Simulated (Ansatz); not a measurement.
composition Si15B, cell Si60B4, held well above this temperature first [in the run: it was liquid; mean temperature 2078 K (target 2090 K); density 2.47 g/cm³; mean pressure 0.7 GPa against a target of 0; one k-point, which a denser mesh shifts by 0.1 GPa in pressure and 0.10 eV/Å in forces]. The solute's share, one atom in sixteen, is far above doping levels in devices. Bonds are counted up to B-B 2.46 Å, Si-Si 3.50 Å.

Task: What distribution of Si-Si-Si angles does PBE run with Ansatz (an electronic-structure program) give?

Result: mean 97°, standard deviation 34°.
(angle (°), p (1/°)): (1.5, 0.0000); (4.5, 0.0000); (7.5, 0.0000); (10.5, 0.0000); (13.5, 0.0000); (16.5, 0.0000); (19.5, 0.0000); (22.5, 0.0000); (25.5, 0.0000); (28.5, 0.0000); (31.5, 0.0000); (34.5, 0.0000); (37.5, 0.0005); (40.5, 0.0028); (43.5, 0.0060); (46.5, 0.0088); (49.5, 0.0103); (52.5, 0.0105); (55.5, 0.0104); (58.5, 0.0097); (61.5, 0.0093); (64.5, 0.0088); (67.5, 0.0087); (70.5, 0.0090); (73.5, 0.0088); (76.5, 0.0090); (79.5, 0.0093); (82.5, 0.0096); (85.5, 0.0095); (88.5, 0.0097); (91.5, 0.0096); (94.5, 0.0095); (97.5, 0.0096); (100.5, 0.0094); (103.5, 0.0095); (106.5, 0.0093); (109.5, 0.0090); (112.5, 0.0088); (115.5, 0.0084); (118.5, 0.0084); (121.5, 0.0080); (124.5, 0.0078); (127.5, 0.0075); (130.5, 0.0071); (133.5, 0.0069); (136.5, 0.0064); (139.5, 0.0062); (142.5, 0.0057); (145.5, 0.0053); (148.5, 0.0051); (151.5, 0.0046); (154.5, 0.0042); (157.5, 0.0038); (160.5, 0.0032); (163.5, 0.0028); (166.5, 0.0023); (169.5, 0.0018); (172.5, 0.0012); (175.5, 0.0008); (178.5, 0.0003)
